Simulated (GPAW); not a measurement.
**A short convergence ladder for CdSe (R3m, 2 atoms in the cell)**

```
CdSe
1.0
    0.00000     3.04013     3.04013
    3.04013     0.00000     3.04013
    3.04013     3.04013     0.00000
Cd Se
1 1
Direct
  0.00475   0.00475   0.00475
  0.25000   0.25000   0.25000
```

Base method: LDA (Perdew-Wang 92), GPAW PAW datasets LDA (gpaw-data 1.0.1) (plane waves; GPAW).

Base settings: mode = pw; ecut = 550 eV; xc = LDA; kpts = 3 3 3; mesh shift (steps) = 0 0 0; occupations.name = fermi-dirac; occupations.width = 0.01 eV; nbands = -6; convergence.density = 1e-05 e/electron; convergence.energy = 1e-05 eV/electron.

**The relaxed cell against the cutoff**

On CdSe (F-43m, 2 atoms in the cell): atoms on their sites.

In this ladder: optimizer = BFGS; fmax = 0.03 eV/Å.

The mesh stays at the base's, so the ladder's end is converged at best in this setting alone.

Only quantities that move along the ladder and can be compared are tabulated; the gap is left out on so coarse a mesh.

| ecut | relaxed volume (Å³/atom) | relaxation steps |
|---|---|---|
| 275 eV | 26.793 | 3 |
| 330 eV | 26.225 | 3 |
| 385 eV | 26.482 | 3 |
| 470 eV | 27.107 | 2 |
| 550 eV | 27.386 | 2 |
| 660 eV | 27.435 | 2 |
| 825 eV | 27.442 | 2 |
| 1100 eV | 27.439 | 2 |

Coarsest ecut that holds the relaxed volume within 0.027 Å³/atom of the last step, with all finer ones: 660 eV; the step before is off by 0.053 Å³/atom.

At the lowest cutoff the cell relaxes to a volume 2.4 % smaller than at the highest.

On the base run: the starting cell has typed, rounded lattice constants, without a prior relaxation at this level. Its lattice was rescaled by up to half a per cent. One atom was moved a little off its site on purpose.
